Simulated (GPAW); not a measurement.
## Several settings converged on WC (P3m1, 2 atoms in the cell)

```xyz
2
Lattice="1.4623 -2.5327 0.0000 1.4623 2.5327 0.0000 0.0000 0.0000 2.8542" Properties=species:S:1:pos:R:3 pbc="T T T"
W      0.0000     0.0000     0.0500
C      1.4623     0.8442     1.4271
```

Base method: LDA (Perdew-Wang 92), GPAW PAW datasets LDA (gpaw-data 1.0.1) (plane waves; GPAW).

Base settings: mode = pw; ecut = 950 eV; xc = LDA; kpts = 6 6 5; mesh shift (steps) = 0 0 0; occupations.name = methfessel-paxton; occupations.width = 0.1 eV; occupations.order = 0; nbands = -8; convergence.density = 1e-05 e/electron.

The count of work is k-points × plane waves × bands × iterations; it is no time. Core times come from one kind of shared machine, to one figure; runs under 30 s give none.

**The k-point mesh at a smearing width of 0.05 eV**

In this ladder: occupations.width = 0.05 eV.

The second cell is the first with its lattice scaled by 0.98.

Only quantities that move along the ladder and can be compared are tabulated.

| kpts | free energy less the last step's (meV/atom) | energy of the compressed cell less the first (meV/atom) | largest difference of a force vector from the last step's (eV/Å) | count of work / last | core time / last (rough) |
|---|---|---|---|---|---|
| 5 5 4 | 22.46 | -21.02 | 0.152 | 0.033 | – |
| 7 7 6 | 5.14 | -21.83 | 0.009 | 0.092 | – |
| 10 10 9 | -1.63 | -23.43 | 0.005 | 0.22 | 0.2 |
| 12 12 10 | -0.49 | -23.22 | 0.011 | 0.36 | 0.4 |
| 17 17 15 | 0.00 | -23.87 | 0.000 | 1.0 | 1 |

Coarsest kpts that holds the forces within 0.02 eV/Å: not settled: the last two steps still differ by 0.011 eV/Å, over half the tolerance, so the ladder does not show it.

Coarsest kpts that holds the energy of the compressed cell less the first within 1 meV/atom: not settled: the last two steps still differ by 0.65 meV/atom, over half the tolerance, so the ladder does not show it.

Coarsest kpts that holds the free energy within 2 meV/atom of the last step, with all finer ones: 10 10 9, at 0.22 of the last step's count of work and about 0.2 of the last step's time; the step before is off by 5.1 meV/atom.

**The mesh under tetrahedron occupations**

In this ladder: occupations.name = improved-tetrahedron-method; occupations.width = default; occupations.order = default.

Only quantities that move along the ladder and can be compared are tabulated.

| kpts | free energy less the last step's (meV/atom) | largest difference of a force vector from the last step's (eV/Å) | count of work / last | core time / last (rough) |
|---|---|---|---|---|
| 5 5 5 | 8.27 | 0.079 | 0.014 | – |
| 8 8 7 | 0.13 | 0.033 | 0.045 | 0.05 |
| 13 13 11 | -0.23 | 0.001 | 0.16 | 0.2 |
| 16 16 14 | -0.09 | 0.003 | 0.30 | 0.3 |
| 24 24 21 | 0.00 | 0.000 | 1.0 | 1 |

Coarsest kpts that holds the free energy within 5 meV/atom of the last step, with all finer ones: 8 8 7, at 0.045 of the last step's count of work and about 0.05 of the last step's time; the step before is off by 8.3 meV/atom.

Coarsest kpts that holds the forces within 0.01 eV/Å of the last step, with all finer ones: 13 13 11, at 0.16 of the last step's count of work and about 0.2 of the last step's time; the step before is off by 0.033 eV/Å.

On the base run: the starting cell has typed, rounded lattice constants, without a prior relaxation at this level. Its lattice was rescaled by up to half a per cent. One atom was moved a little off its site on purpose. Spin polarisation is off. Without a gap this mesh is coarse (it stands for a supercell whose shortest vector is 14 Å).
